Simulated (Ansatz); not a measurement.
Consider YN in the rock salt structure (space group Fm-3m, No. 225).

```xyz
2
Lattice="0.0000 2.4478 2.4478 2.4478 0.0000 2.4478 2.4478 2.4478 0.0000" Properties=species:S:1:pos:R:3 pbc="T T T"
N      0.0000     0.0000     0.0000
Y      2.4478     2.4478     2.4478
```

Cartesian axes are those of the cell as printed.

All numbers come from Ansatz (an electronic-structure program), r2SCAN, PAW, cutoff 500 eV, no SOC.

Free-standing slabs (2 atom(s) a layer) normal to the z axis with 15 Å of vacuum; in-plane cell held at bulk.

One change was made to it. Results:

The band gap goes up by 0.17 eV to 0.75 eV; the gap character comes out as direct at Γ; the valence-band top at Γ (three highest levels, from the VBM) becomes 0.00, 0.00, -0.31 eV (base: 0.00, 0.00, 0.00 eV); the excess energy per area of both faces (slab less bulk energy over the cell's area: twice a surface energy) is 2.31 J/m².

**Question.** What was done to the base?
A) 7 layers
B) 6 layers
C) 3 layers

**Answer.** C, 3 layers. For comparison, the band gap in the other runs: 6 layers gives 0.59 eV; 7 layers gives 0.57 eV.

The excess energy carries the mismatch between the slab's and the bulk's meshes. No phonon test of stability was made. k-point labels follow each cell's own Brillouin zone.
